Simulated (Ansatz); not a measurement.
## KTaO₂ (model structure, started from the NaNbO2 type, P6₃/mmc, No. 194, 8 atoms in the cell)

All values below come from PBE in Ansatz (PAW).

Settings: plane-wave cutoff 520 eV, 12×12×4 k mesh (along the axes of the cell as run), Fermi–Dirac smearing 0.01 eV, scalar-relativistic PAW data made under PBE.

Cell (relaxed at this level):

KTaO2 is taken in the hexagonal space group P6₃/mmc (No. 194), Pearson symbol hP8. Cell: a = 3.0211 Å, b = 3.0211 Å, c = 13.0108 Å, α = 90.00°, β = 90.00°, γ = 120.00°. K on 2a is surrounded by 6 O at 2.621 Å. Ta on 2d sees 6 O at 2.173 Å (trigonal prismatic). O on 4f is coordinated by 3 Ta at 2.173 Å and 3 K at 2.621 Å. (Neighbours: up to the widest gap in distance over summed covalent radii, below 1.35, at either atom; cation-cation and far metal-metal contacts left out.)

```yaml
band_gap: 0.95 eV (on the SCF k mesh)
bulk_modulus: 143 GPa
```

Note: the bulk modulus is −V dP/dV from two relaxed cells at ±2 % in volume; the relaxation could raise the start's symmetry but not lower it, so the cell can be a saddle point.

Spin–orbit coupling is not included.

Static lattice: no zero-point or thermal effects.

It cost roughly 2.2 core-minutes of CPU time.

A model structure was made by putting elements into a prototype or built by hand; it is no filed structure, need not be a known phase, and can be a saddle point held by its symmetry.

Ansatz is an electronic-structure program.
